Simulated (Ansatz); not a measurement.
Start from GaSb in the zinc blende structure (space group F-43m, No. 216; a = 6.1115 Å).

Computed with PBEsol (Ansatz, an electronic-structure program; PAW; 420 eV plane waves; no SOC).

For the base:

* **Gap character**: absent
* **Band gap**: zero
* **Lattice parameter a**: 6.111 Å

Now apply this change: full substitution Sb → P, then cell and atoms are relaxed.

Tabulated Pauling electronegativity and covalent radius: Sb 2.05, 1.39 Å; P 2.19, 1.07 Å.

Q: How does this affect the gap character, band gap, lattice parameter a and hole mass?

A: The gap character goes from absent to indirect, Γ → Γ–X (87 % along); the band gap becomes 1.45 eV (base: zero); the lattice parameter a decreases by 0.673 Å, from 6.111 Å to 5.438 Å; the hole mass (degenerate bands, along [100]) comes out as 0.11, 0.37, 0.37 mₑ (at Γ).

Spin-orbit coupling, missing from the scalar runs, can matter with Sb. Effective masses come from finite differences of ±0.01 Å⁻¹. No phonon test of stability was made. The final runs are not spin-polarised. A zero or small gap of GaSb can be the functional's error rather than a property of the material.
